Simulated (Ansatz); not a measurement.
The starting structures come from a database of crystals and need not be the phases stable at ambient conditions.

 Where the default PAW files enter, the runs use the earlier of Ansatz's two default sets.

By LDA, the system below comes out a metal.

A figure of merit of an interconnect metal is its ballistic conductance per area.

Consider the following.

```
TiSi
1.0
    3.63174     0.00000     0.00000
    0.00000     4.99348     0.00000
    0.00000     0.00000     6.51223
Ti Si
4 4
Cartesian
  2.72381   3.13700   4.40018
  0.90794   1.85648   2.11205
  0.90794   0.64026   5.36816
  2.72381   4.35322   1.14407
  2.72381   0.72206   3.54220
  0.90794   4.27142   2.97003
  0.90794   3.21880   6.22615
  2.72381   1.77468   0.28608
```

Space group of this cell: Pnma. The cell is taken as given; by LDA its mean pressure is -6.3 GPa.

The current flows along the normal of the first two printed cell vectors. No spin-orbit coupling; the value is a mean over 0.1 eV about the Fermi level.

Problem. Estimate the ballistic conductance per area that LDA run with Ansatz (an electronic-structure program) returns for this system.

Solution. 0.25 × 10¹⁵ S/m² for both spins.
